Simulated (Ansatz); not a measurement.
**Input and output of a self-consistent single point for ScTe (P6_3/mmc, 4 atoms in the cell) (Ansatz, an electronic-structure program)**

Method: LDA (PW92), default PAW files made with PBE (plane waves; Ansatz).

The input file:

Ansatz 0.2 input:
```yaml
crystal:
  lattice:
    - [4.184167, 0.000000, 0.000000]
    - [-2.092083, 3.623595, 0.000000]
    - [0.000000, 0.000000, 6.917294]
  atoms:
    - { symbol: Sc, position_ang: [0.000000, 0.000000, 0.000000] }
    - { symbol: Sc, position_ang: [0.000000, 0.000000, 3.458647] }
    - { symbol: Te, position_ang: [-0.000002, 2.415731, 1.729324] }
    - { symbol: Te, position_ang: [2.092086, 1.207864, 5.187971] }
basis:
  ecutwfc: 420.0
kpoints:
  mp_grid:
    grid: [9, 9, 5]
hamiltonian:
  xc: lda
  pseudopotentials:
    kind: paw
scf:
  occupations:
    method: fermi_dirac
    width: 0.1
output:
  forces: true
  eigenvalues: true
  stress: true
```

Log, with long lists cut:

```
WARN the atoms were moved onto the symmetric positions of the space group found under crystal.symmetry.tolerance 1.0e-5 (fractional …
WARN ansatz: RAYON_NUM_THREADS=1 ignored (pool sized by the plan → 1); use --threads N
Pseudopotentials: kind: paw
Pseudopotential: Sc, paw, valence charge 11
Pseudopotential: Te, paw, valence charge 16
Crystal: 4 atoms, lattice volume = 104.878 Å³
Basis set: ecut = 420 eV, 2033 PW (Γ)
Bands: 33, of which v1, the nominal top of the filled ones, is band 27 counted from 1 (26 counted from 0)
Symmetry: 24 space group operations
Space group: P63/mmc (ITA 194), of the structure as read, at distance tolerance 4.7e-5 Å
k-points: 36 of 405
PAW frozen core: Sc, regenerated for the run's functional, and the local potential with it
PAW frozen core: Te, regenerated for the run's functional, and the local potential with it
Initial density: superposition of atomic densities (neutral atoms: chi_scale 0, normalization atom), corrected by the library's trained network
Initial wavefunctions: pseudopotential atomic-orbital guess
Eigensolver: davidson
Functional: x = slater, c = lda
SCF iter   1: F=—  HF=-17837.396954 eV  |F-HF|=—  |Δ(HF+E_count)|=         —  Δρ=4.66e-3  dr2=8.24e-3  ethr=1.77e-3  ⟨swp⟩=6.0  Hψ=5041  notcnv=0
all-band conjugate gradients solve this SCF's bands
preconditioner: auto → Kerker (q_TF=auto, 2.443 Å⁻¹)
SCF iter   2: F=—  HF=-17837.393396 eV  |F-HF|=—  |Δ(HF+E_count)|=   3.56e-3  Δρ=2.63e-3  dr2=2.90e-3  ethr=1.53e-5  ⟨swp⟩=2.1  Hψ=1765  notcnv=0
SCF iter   3: F=—  HF=-17837.393010 eV  |F-HF|=—  |Δ(HF+E_count)|=   3.86e-4  Δρ=3.96e-4  dr2=1.77e-4  ethr=5.36e-6  ⟨swp⟩=2.0  Hψ=1548  notcnv=0
SCF iter   4: F=—  HF=-17837.392972 eV  |F-HF|=—  |Δ(HF+E_count)|=   3.77e-5  Δρ=1.70e-4  dr2=3.64e-5  ethr=3.29e-7  ⟨swp⟩=2.0  Hψ=2094  notcnv=0
SCF iter   5: F=—  HF=-17837.392950 eV  |F-HF|=—  |Δ(HF+E_count)|=   2.18e-5  Δρ=3.82e-5  dr2=2.12e-6  ethr=6.74e-8  ⟨swp⟩=2.0  Hψ=2127  notcnv=0
SCF iter   6: F=—  HF=-17837.392950 eV  |F-HF|=—  |Δ(HF+E_count)|=   5.28e-7  Δρ=1.88e-5  dr2=3.88e-7  ethr=3.93e-9  ⟨swp⟩=2.0  Hψ=2158  notcnv=0
SCF iter   7: F=-17837.392950 eV  HF=-17837.392950 eV  |F-HF|=2.12e-8  |Δ(HF+E_count)|=   1.31e-7  Δρ=5.89e-6  dr2=4.43e-8  ethr=1.85e-10  ⟨swp⟩=6.2  Hψ=4391  notcnv=0
SCF 1 converged in 7 iterations: F = -17837.392950 eV  dr2 = 4.43e-8
SCF converged after 7 iterations
Free energy (F): -17837.392950 eV
Harris-Foulkes:  -17837.392950 eV  (|F-HF|=2.12e-8)
Internal energy: -17837.277936 eV  (E = F + TS)
E sigma→0 (E₀):  -17837.335443 eV
Entropy (-TS):   -0.115014 eV (-28.753 meV/atom)
Fermi energy:    11.025178 eV
--- Per-component energies (eV) ---
  E_band       = -796.701117
  E_kinetic    = 888.478135
  E_local      = -4006.936350  (includes V_loc(G=0)·N_el)
  E_nonlocal   = -434.192342
  E_hartree    = 2114.608694
  E_xc         = -456.013386
  E_vxc        = -469.678583  (∫ρ·V_xc dr)
  E_paw        = -10842.567769  (= ΣΔE_a)
  E_vpaw       = -1003.593036  (= ΣTr[D̂ρ^β])
  E_aug_tail   = -0.000402  (compensation charges beyond the density's cutoff)
  E_ewald      = -5102.621684
  E_core_change = 1.967168  (= ΣΔE_core)
  E_smearing   = -0.115014  (= −TS)
  E_closure    = 0.000000  (closes the sum)
  Σ components = -17837.392950   (vs F -17837.392950, Δ=0.00e0)
--- Forces (eV/Å), atoms counted from 1 ---
  atom   1  Sc    -0.00000000     0.00000000    -0.00000000
   [... zero for the other atoms too ...]
  max |Σ_I F_I| component: 4.63e-18 eV/Å
--- Stress (GPa, compression-positive) ---
       -5.696060       0.000000       0.000000
        0.000000      -5.696060      -0.000000
        0.000000      -0.000000      -5.542761
  P = ⅓ Tr σ = -5.6450 GPa (-56.450 kbar)
  The stress holds the Pulay correction. Without it, at fixed plane waves, as pw.x and ABINIT print it: P = -5.6690 GPa
--- Band table (eV; the first three rows and the last of 36) ---
  k-point 0: bands = ["-38.8591", "-38.8484", "-26.4554", "-26.4554", "-26.4545", "-26.4545", "-26.4405", "-26.4398", "-26.4377", "-26.4377", "-26.4370", "-26.4370", "-17.8323", "-17.8323", "-17.8174", "-17.8174", "-17.7611", "-17.6201", "-2.0883", [...]
  k-point 1: bands = ["-38.8580", "-38.8494", "-26.4554", "-26.4554", "-26.4546", "-26.4546", "-26.4404", "-26.4398", "-26.4376", "-26.4376", "-26.4370", "-26.4370", "-17.8309", "-17.8309", "-17.8188", "-17.8188", "-17.7478", "-17.6338", "-2.0049", [...]
  k-point 2: bands = ["-38.8554", "-38.8521", "-26.4551", "-26.4551", "-26.4549", "-26.4549", "-26.4402", "-26.4400", "-26.4374", "-26.4374", "-26.4372", "-26.4372", "-17.8272", "-17.8272", "-17.8226", "-17.8226", "-17.7128", "-17.6693", "-1.7714", [...]
  k-point 35: bands = ["-38.8536", "-38.8504", "-26.4559", "-26.4559", "-26.4551", "-26.4549", "-26.4386", "-26.4386", "-26.4359", "-26.4356", "-26.4355", "-26.4355", "-17.8507", "-17.8507", "-17.8441", "-17.8441", "-17.7015", "-17.6602", "-0.8975", [...]
```

The run converged in 7 iterations.

The starting cell comes from a database of computed structures (which also holds hypothetical and non-ambient phases and stackings), without a prior relaxation at this level. Its lattice was rescaled by up to half a per cent. Spin-orbit coupling is off. With a pressure of about -6 GPa the cell is away from its equilibrium volume at this level. Ansatz's pressure includes its estimate of the finite-basis (Pulay) stress.
